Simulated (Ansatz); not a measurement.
Base system: GaN in the zinc blende structure (space group F-43m, No. 216; a = 4.498 Å). Axes: x, y, z lie along the cube axes.

Computed with Ansatz (a quantum-chemistry and plane-wave program) PBEsol, no spin-orbit coupling.

Before the change:

| Property | Value |
|---|---|
| Band gap | 1.70 eV |
| Valence-band top at Γ | 0.00, 0.00, 0.00 eV |
| Electron mass | 0.15 mₑ (at Γ) |

One thing is altered: tensile biaxial strain of 2.08 % in the plane normal to [111], as in epitaxy on a mismatched substrate; the out-of-plane cell vector and the atoms relax.

### Question
What happens to the band gap, energy relative to the base, ratio −ε⊥/ε∥, valence-band top at Γ and electron mass?

### Answer
The band gap falls by 0.34 eV (1.70 eV → 1.36 eV); the energy grows by 13 meV/atom; the ratio −ε⊥/ε∥ comes out as 0.43; the valence-band top at Γ (three highest levels, from the VBM) becomes 0.00, -0.17, -0.17 eV (base: 0.00, 0.00, 0.00 eV); the electron mass becomes 0.14 mₑ out of plane, 0.13 mₑ in plane (at Γ) (base: 0.15 mₑ (at Γ)).

Effective masses come from finite differences of ±0.01 Å⁻¹. Whether these cells are dynamically stable was not tested. This is not the structure that GaN has at room temperature and ambient pressure.
